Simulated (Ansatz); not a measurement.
Abridged Ansatz (a program for electronic structure) output:

```
Relaxation: its limit of steps is 50 (relax.max_steps)
Pseudopotential: B, paw, valence charge 3
Pseudopotential: N, paw, valence charge 5
Crystal: 2 atoms, lattice volume = 11.046 Å³
Basis set: ecut = 420 eV, 211 PW (Γ), exchange–correlation on 36×36×36 points (8 copies of the dense FFT grid, shifted against one another)
Bands: 8, of which v1, the nominal top of the filled ones, is band 4 counted from 1 (3 counted from 0)
Symmetry: 6 space group operations
k-points: 417 of 4096 (time reversal used)
Functional: x = slater, c = lda
SCF iter   1: F=—  HF=-526.415293 eV  |F-HF|=—  |Δ(HF+E_count)|=         —  Δρ=9.32e-3  dr2=7.01e-3  ethr=1.77e-3  ⟨swp⟩=4.3  Hψ=21161  notcnv=0
SCF iter   2: F=—  HF=-526.413264 eV  |F-HF|=—  |Δ(HF+E_count)|=   2.03e-3  Δρ=3.58e-3  dr2=5.27e-4  ethr=8.76e-5  ⟨swp⟩=2.1  Hψ=8330  notcnv=0
SCF 1 converged in 6 iterations: F = -526.413082 eV  dr2 = 1.02e-10
relax step   1: F+E_penalty+E_count = -526.41308180 eV  Δ(F+E_penalty+E_count) = +0.000e0 eV  max|allowed force component| = 1.335e-1 eV/Å  Δτ_max = 0.0000 Å  P = +17.236 GPa  Ω = 11.046 Å³  fix = [a, b, gamma]  reactions: a +30.289, b +30.289 GPa  (6 SCF iters, dr2 threshold 1.00e-7 eV, accepted)
[... steps on the carried basis left out ...]
relax step   7: F+E_penalty+E_count = -526.41595683 eV  Δ(F+E_penalty+E_count) = -1.558e-5 eV  max|allowed force component| = 8.803e-5 eV/Å  Δτ_max = 0.0000 Å  P = +20.671 GPa  Ω = 10.955 Å³  energy of the carried Pulay correction = +1.465e-5 eV  fix = [a, b, gamma]  reactions: a +31.009, b +31.009 GPa  (2 SCF iters, dr2 threshold 7.64e-8 eV, accepted)
Crystal: 2 atoms, lattice volume = 10.955 Å³
SCF iter   1: F=—  HF=-526.415944 eV  |F-HF|=—  |Δ(HF+E_count)|=         —  Δρ=2.28e-5  dr2=3.21e-8  ethr=4.08e-9  ⟨swp⟩=3.0  Hψ=32111  notcnv=0
SCF iter   2: F=—  HF=-526.415944 eV  |F-HF|=—  |Δ(HF+E_count)|=   1.11e-8  Δρ=9.00e-6  dr2=4.59e-9  ethr=4.01e-10  ⟨swp⟩=1.9  Hψ=4289  notcnv=0
SCF 8 converged in 5 iterations: F = -526.415944 eV  dr2 = 2.28e-14
SCF converged after 5 iterations
Free energy (F): -526.415944 eV
Internal energy: -526.415944 eV  (E = F + TS)
E sigma→0 (E₀):  -526.415944 eV
Fermi energy:    14.428632 eV
--- Forces (eV/Å), atoms counted from 1 ---
  atom   1  B      0.00000000    -0.00000000    -0.00003887
  atom   2  N      0.00000000     0.00000000     0.00003897
--- Stress (GPa, compression-positive) ---
       31.007894       0.000000       0.000000
        0.000000      31.007894      -0.000000
        0.000000      -0.000000      -0.001910
  P = ⅓ Tr σ = 20.6713 GPa (206.713 kbar)
--- Relaxed structure (6 steps of the walk, 6 accepted, 2 SCFs on fresh bases) ---
  cell:  # Å, volume = 10.9550 Å³
    - [2.468528523008961, 6.683846655349062e-30, 8.39380745217423e-19]
    - [1.2342642615044805, 2.1378084108922395, -1.702300742435585e-11]
    - [1.2342642615044805, -0.7126028036142165, 2.075904090262481]
  atoms:
    - { symbol: B, position: [-0.0008180080653302592, 0.0004090040326651297, 0.0012270120979953885] }
    - { symbol: N, position: [0.5008180080653302, 0.2495909959673349, 0.7487729879020045] }
```

Task: What was computed, and what are the main results?

Result: BN, 2 atoms in the cell, with LDA/PAW in Ansatz, scalar-relativistic without spin-orbit coupling. The last SCF converged to F = -526.415944 eV, or -263.2080 eV per atom, at a pressure of 20.67 GPa. The total energy compares only with runs of the same code, potentials and settings.

The cells carry an imposed strain or load. Stability against distortions was not tested. The cell was made from BN in the zinc blende structure (space group F-43m, No. 216) by this change: biaxial strain −2.50 %, plane normal [111], relaxed out of plane.

Keys are those of Ansatz 0.2.
